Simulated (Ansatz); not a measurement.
**Ansatz (an electronic-structure program) run on HgTe (R3m, 2 atoms in the cell): self-consistent single point**

Method: PBEsol, default PAW files made with PBE (plane waves; Ansatz).

Input as run:

Ansatz 0.2 input:
```yaml
# HgTe
crystal:
  lattice:
    - [0.00000000, 3.21385000, 3.21385000]
    - [3.21385000, 0.00000000, 3.21385000]
    - [3.21385000, 3.21385000, 0.00000000]
  atoms:
    - { symbol: Hg, position: [0.00449100, 0.00449100, 0.00449100] }
    - { symbol: Te, position: [0.25000000, 0.25000000, 0.25000000] }
basis:
  ecutwfc: 420.0
kpoints:
  mp_grid: { grid: [7, 7, 7] }
hamiltonian:
  xc: pbesol
  pseudopotentials: { kind: paw }
scf:
  occupations: { method: fermi_dirac, width: 0.01 }
output:
  forces: true
  eigenvalues: true
  stress: true
```

Output (repeated stretches shortened):

```
WARN ansatz: RAYON_NUM_THREADS=1 ignored (pool sized by the plan → 1); use --threads N
Pseudopotentials: kind: paw
Pseudopotential: Hg, paw, valence charge 20
Pseudopotential: Te, paw, valence charge 16
Crystal: 2 atoms, lattice volume = 66.391 Å³
Basis set: ecut = 420 eV, 1291 PW (Γ), exchange–correlation on 64×64×64 points (8 copies of the dense FFT grid, shifted against one another)
Bands: 22, of which v1, the nominal top of the filled ones, is band 18 counted from 1 (17 counted from 0)
Symmetry: 6 space group operations
Space group: R3m (ITA 160), of the structure as read, at distance tolerance 4.0e-5 Å
k-points: 44 of 343 (time reversal used)
PAW frozen core: Hg, regenerated for the run's functional, and the local potential with it
PAW frozen core: Te, regenerated for the run's functional, and the local potential with it
Initial density: superposition of atomic densities (neutral atoms: chi_scale 0, normalization atom), corrected by the library's trained network
Initial wavefunctions: pseudopotential atomic-orbital guess
Eigensolver: davidson
Functional: x = pbesol(κ = 0.804, μ = 0.12345679012345678), c = pbesol(β = 0.046)
SCF iter   1: F=—  HF=-20569.792237 eV  |F-HF|=—  |Δ(HF+E_count)|=         —  Δρ=2.67e-3  dr2=7.22e-3  ethr=1.77e-3  ⟨swp⟩=6.3  Hψ=4648  notcnv=0
all-band conjugate gradients solve this SCF's bands
preconditioner: auto → none
SCF iter   2: F=—  HF=-20569.790078 eV  |F-HF|=—  |Δ(HF+E_count)|=   2.16e-3  Δρ=8.21e-4  dr2=2.80e-4  ethr=2.01e-5  ⟨swp⟩=4.0  Hψ=2354  notcnv=0
SCF iter   3: F=—  HF=-20569.790280 eV  |F-HF|=—  |Δ(HF+E_count)|=   2.01e-4  Δρ=3.84e-4  dr2=5.84e-5  ethr=7.77e-7  ⟨swp⟩=2.2  Hψ=1412  notcnv=0
SCF iter   4: F=—  HF=-20569.790348 eV  |F-HF|=—  |Δ(HF+E_count)|=   6.86e-5  Δρ=1.49e-4  dr2=1.90e-5  ethr=1.62e-7  ⟨swp⟩=2.0  Hψ=1520  notcnv=0
SCF iter   5: F=—  HF=-20569.790345 eV  |F-HF|=—  |Δ(HF+E_count)|=   3.49e-6  Δρ=2.04e-5  dr2=1.80e-7  ethr=5.29e-8  ⟨swp⟩=2.0  Hψ=1321  notcnv=0
SCF iter   6: F=-20569.790345 eV  HF=-20569.790345 eV  |F-HF|=2.13e-9  |Δ(HF+E_count)|=   3.11e-7  Δρ=5.25e-6  dr2=1.86e-8  ethr=2.78e-10  ⟨swp⟩=6.0  Hψ=4275  notcnv=0
SCF 1 converged in 6 iterations: F = -20569.790345 eV  dr2 = 1.86e-8
SCF converged after 6 iterations
Free energy (F): -20569.790345 eV
Harris-Foulkes:  -20569.790345 eV  (|F-HF|=2.13e-9)
Internal energy: -20569.790259 eV  (E = F + TS)
E sigma→0 (E₀):  -20569.790302 eV
Entropy (-TS):   -0.000086 eV (-0.043 meV/atom)
Fermi energy:    8.877984 eV
--- Per-component energies (eV) ---
  E_band       = -768.932680
  E_kinetic    = 785.130849
  E_local      = -4772.611445  (includes V_loc(G=0)·N_el)
  E_nonlocal   = -231.722781
  E_hartree    = 2319.824221
  E_xc         = -342.395937
  E_vxc        = -366.003330  (∫ρ·V_xc dr)
  E_paw        = -14385.247769  (= ΣΔE_a)
  E_vpaw       = -823.382095  (= ΣTr[D̂ρ^β])
  E_aug_tail   = 0.000715  (compensation charges beyond the density's cutoff)
  E_ewald      = -3943.471578
  E_core_change = 0.703466  (= ΣΔE_core)
  E_smearing   = -0.000086  (= −TS)
  E_closure    = -0.000000  (closes the sum)
  Σ components = -20569.790345   (vs F -20569.790345, Δ=0.00e0)
--- Forces (eV/Å), atoms counted from 1 ---
  atom   1  Hg    -0.13063659    -0.13063659    -0.13063659
  atom   2  Te     0.13065840     0.13065840     0.13065840
  max |Σ_I F_I| component: 2.18e-5 eV/Å
--- Stress (GPa, compression-positive) ---
        1.843108       0.482387       0.482387
        0.482387       1.843108       0.482387
        0.482387       0.482387       1.843108
  P = ⅓ Tr σ = 1.8431 GPa (18.431 kbar)
  The stress holds the Pulay correction. Without it, at fixed plane waves, as pw.x and ABINIT print it: P = 1.8112 GPa
--- Band table (eV; the first three rows and the last of 44) ---
  k-point 0: bands = ["-106.1630", "-54.5740", "-54.5580", "-54.5580", "-27.8791", "-27.8696", "-27.8696", "-27.8574", "-27.8574", "-3.2860", "1.3679", "1.4428", "1.4428", "1.9750", "1.9750", "8.1002", "8.8383", "8.8776", "8.8776", "13.0127", [...]
  k-point 1: bands = ["-106.1630", "-54.5740", "-54.5580", "-54.5580", "-27.8791", "-27.8696", "-27.8696", "-27.8574", "-27.8573", "-3.1834", "1.3980", "1.4669", "1.4807", "1.9717", "1.9744", "6.7738", "8.5958", "8.6611", "9.5694", "12.9560", [...]
  k-point 2: bands = ["-106.1630", "-54.5740", "-54.5580", "-54.5580", "-27.8791", "-27.8696", "-27.8696", "-27.8574", "-27.8572", "-2.9391", "1.4650", "1.5132", "1.6644", "1.9734", "1.9844", "5.0182", "8.1419", "8.2464", "9.6383", "13.6616", [...]
  k-point 43: bands = ["-106.1630", "-54.5741", "-54.5580", "-54.5580", "-27.8796", "-27.8693", "-27.8692", "-27.8574", "-27.8573", "-2.6202", "1.6048", "1.6279", "1.9552", "1.9786", "2.2521", "3.2507", "6.8473", "7.6173", "10.5258", "13.4060", [...]
```

The run converged in 6 iterations.

The starting cell has typed, rounded lattice constants, without a prior relaxation at this level. Its lattice was rescaled by up to half a per cent. One atom was moved a little off its site on purpose. Spin-orbit coupling is off. Ansatz's pressure includes its estimate of the finite-basis (Pulay) stress. The run gives no clean gap (levels at the Fermi energy touch, overlap or are partly filled at this smearing), which alone does not show that the compound is a metal.
